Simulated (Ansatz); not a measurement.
Partial pair distribution functions of a relaxed model of amorphous Si30O12N32, broadened by 0.06 Å; density 2.62 g/cm³. Method: PBE, scalar-relativistic without spin-orbit coupling (plane waves to 420 eV, PAW; Ansatz, a first-principles code).

Preparation: random packing, a CHGNet melt and quench, and a DFT relaxation. O and N atoms were pushed apart under 1.9 Å during the dynamics, to hinder bonds among them. The hot cell started wider than the set density and was brought back towards it in steps. It is the lowest in DFT energy of 2 quenches. It is a model cell: composition and starting density were chosen by hand, and all elements were melted together. No dispersion term was used. Its density started from a set value of 2.44 and ended at 2.62 g/cm³. The quench (nominally 150 K/ps over its main leg) was far faster than any real one, so the model tends to hold more defects than a real film. A cell of this size samples the disorder only roughly. Volume and shape were free in the relaxation.

```csv
r (Å),g Si-N,g Si-O,g Si-Si,g O-O
1.40,0.00,0.01,0.00,0.00
1.50,0.10,1.13,0.00,0.00
1.60,1.88,9.01,0.00,0.00
1.70,10.18,6.78,0.00,0.00
1.80,9.64,1.31,0.00,0.00
1.90,2.21,0.63,0.00,0.00
2.00,0.26,0.04,0.00,0.00
2.10,0.04,0.00,0.00,0.00
2.20,0.10,0.00,0.00,0.00
2.30,0.04,0.00,0.19,0.03
2.40,0.00,0.00,1.07,0.98
2.50,0.00,0.00,1.15,3.91
2.60,0.00,0.00,0.83,5.10
2.70,0.00,0.00,0.71,4.83
2.80,0.06,0.01,1.51,2.95
2.90,0.25,0.27,2.20,1.22
3.00,0.41,0.82,2.65,1.17
3.10,0.43,0.62,2.51,0.76
3.20,0.61,0.68,2.54,1.01
3.30,0.80,1.05,1.89,0.63
3.40,0.97,0.81,0.80,1.17
3.50,1.17,0.65,0.29,0.42
3.60,1.47,0.85,0.21,0.01
3.70,1.23,1.52,0.37,0.06
3.80,1.22,2.03,0.22,0.89
3.90,1.49,1.40,0.14,1.65
4.00,1.38,1.59,0.49,0.77
4.10,1.28,1.65,0.67,0.40
4.20,1.48,1.73,0.86,1.42
4.30,1.89,1.54,0.87,1.86
4.40,1.66,1.29,0.59,1.59
4.50,1.40,1.08,0.52,0.97
4.60,0.96,0.68,0.94,0.77
4.70,0.73,0.46,1.37,0.71
4.80,0.73,0.58,1.30,0.70
```

Within 2.34 Å each Si has 3.23 N neighbours on average.
